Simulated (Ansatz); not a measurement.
Results of r²SCAN+rVV10 in Ansatz (PAW) for SiO2 (within 0.1 Å of C222₁, No. 20, 12 atoms in the cell; start mp-555891; a measured phase of this formula has another space group).

Settings: plane-wave cutoff 560 eV, 8×4×8 k mesh (along the axes of the cell as run), Fermi–Dirac smearing 0.01 eV, scalar-relativistic PAW data made under PBE.

Cell (relaxed at this level):

```cif
data_O16Si8
_chemical_formula_sum 'Si8 O16'
_space_group_name_H-M_alt 'C2221'
_space_group_IT_number 20
_space_group_name_Hall 'C 2c 2'
_cell_length_a 4.83610
_cell_length_b 8.76732
_cell_length_c 8.07867
_cell_angle_alpha 90.000
_cell_angle_beta 90.000
_cell_angle_gamma 90.000
loop_
_atom_site_label
_atom_site_type_symbol
_atom_site_symmetry_multiplicity
_atom_site_Wyckoff_symbol
_atom_site_fract_x
_atom_site_fract_y
_atom_site_fract_z
_atom_site_occupancy
Si1 Si 8 c 0.39223 0.16297 0.06308 1
O1 O 8 c 0.14214 0.28444 0.05672 1
O2 O 4 a 0.27845 0.00000 0.00000 1
O3 O 4 b 0.00000 0.65048 0.25000 1
```
(The calculation used a cell of 12 atoms; values per cell refer to that cell.)

### Question
Predict the band gap.

### Answer

band gap: 6.27 eV (on the SCF k mesh)

Cost on a shared machine: very roughly 80 core-minutes.

A start named mp-… is a Materials Project structure, which need not be a measured phase.

Ansatz is an electronic-structure program.
